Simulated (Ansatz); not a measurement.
BaTiNOF (model structure, Pmmm, No. 47, 5 atoms in the cell) was calculated with r²SCAN+SOC (plane waves, PAW; Ansatz, a first-principles code).

Run with plane-wave cutoff 560 eV, 8×8×8 k mesh, Fermi–Dirac smearing 0.01 eV, PAW data made under PBE.

Cell (relaxed with PBEsol):

```cif
data_BaFNOTi
_chemical_formula_sum 'Ba1 Ti1 N1 F1 O1'
_space_group_name_H-M_alt 'Pmmm'
_space_group_IT_number 47
_space_group_name_Hall '-P 2 2'
_cell_length_a 3.97599
_cell_length_b 4.02329
_cell_length_c 4.11264
_cell_angle_alpha 90.000
_cell_angle_beta 90.000
_cell_angle_gamma 90.000
loop_
_space_group_symop_operation_xyz
  'x, y, z'
  '-x, -y, -z'
  '-x, -y, z'
  'x, y, -z'
  'x, -y, -z'
  '-x, y, z'
  '-x, y, -z'
  'x, -y, z'
loop_
_atom_site_label
_atom_site_type_symbol
_atom_site_symmetry_multiplicity
_atom_site_Wyckoff_symbol
_atom_site_fract_x
_atom_site_fract_y
_atom_site_fract_z
_atom_site_occupancy
Ba1 Ba 1 h 0.50000 0.50000 0.50000 1
Ti1 Ti 1 a 0.00000 0.00000 0.00000 1
N1 N 1 b 0.50000 0.00000 0.00000 1
F1 F 1 c 0.00000 0.00000 0.50000 1
O1 O 1 e 0.00000 0.50000 0.00000 1
```

Task: Estimate the band gap that the calculation returns.

Result: 
* **band gap**: 0.39 eV (direct)

Note: the relaxation could raise the start's symmetry but not lower it, so the cell can be a saddle point; cell and atoms aren't relaxed at this level (pressure 3.0 GPa).

Static lattice: no zero-point or thermal effects.

It cost very roughly 7 core-minutes of CPU time.

A model structure was made by putting elements into a prototype or built by hand; it is no filed structure, need not be a known phase, and can be a saddle point held by its symmetry.
